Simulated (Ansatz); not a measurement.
Base system: GaAs in the rock salt structure (space group Fm-3m, No. 225; a = 5.394 Å; a hypothetical phase, not in the database extracts checked; relaxed with 0.1 eV smearing). Axes: x, y, z lie along the cube axes.

Level of theory: PBE (Ansatz, a program for electronic structure, PAW, spin-orbit coupling left out), earlier PAW set.

A first run, uniaxial strain ε_xx = +1.01 %, gives secant values C11 ≈ 130 GPa and C12 ≈ 37 GPa from its stress. A second run applies biaxial strain +1.69 %, plane normal [001], relaxed out of plane.

Question: What does linear elasticity predict for −ε⊥/ε∥ in the second run, and what does the run give?

Answer: Linear elasticity: 2 C12/C11 = 0.57. The run gives 0.50; any difference comes from nonlinear terms at these strains and numerical noise.

No phonon test of stability was made. All final runs are without spin polarisation.
